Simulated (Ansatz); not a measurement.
SiC (F-43m) under hydrostatic pressure (compression positive): electron conductivity mass by r2SCAN with spin-orbit coupling, rigid bands (plane waves, PAW; Ansatz, a program for electronic structure). The unloaded cell, whose axes the loads refer to:

CSi is taken in the cubic space group F-43m (No. 216), the zinc blende structure, Pearson symbol cF8. Lattice parameters: a = b = c = 4.3569 Å, α = β = γ = 90.00°. Si on 4a is surrounded by 4 C at 1.887 Å (tetrahedral). C on 4d is coordinated by 4 Si at 1.887 Å (tetrahedral). (Neighbours: up to the widest gap in distance over summed covalent radii, below 1.35, at either atom.)
(The calculation used a cell of 2 atoms; values per cell refer to that cell.)

| hydrostatic pressure (compression positive) (GPa) | volume per atom (Å³) | electron conductivity mass (mₑ) |
|---|---|---|
| -15 | 11.19 | 0.304 |
| -10 | 10.86 | 0.301 |
| -5 | 10.58 | ? |
| 0 | 10.34 | 0.296 |
| 5 | 10.12 | 0.294 |
| 10 | 9.92 | 0.292 |
| 20 | 9.56 | 0.288 |

### Question
Fit a straight line to ln(electron conductivity mass) against the load over the rows given, and predict the row at -5 GPa.

### Answer
The means are x̄ = 1.667 GPa and ȳ = -1.2181; Σ(x − x̄)(y − ȳ) = -1.278 and Σ(x − x̄)² = 833.3, so the slope is -0.153 % per GPa, and the rows given lie within 0.18 % of the line. At -5 GPa the line gives 0.299 mₑ; the calculation gives 0.298 mₑ, 0.28 % from it.

Masses are for dilute carriers at 300 K, harmonic means over directions unless an axis is named. Stresses and pressures are the targets of the relaxation. The structure type is held at every load. Geometry: cell and atoms relaxed with PBEsol.
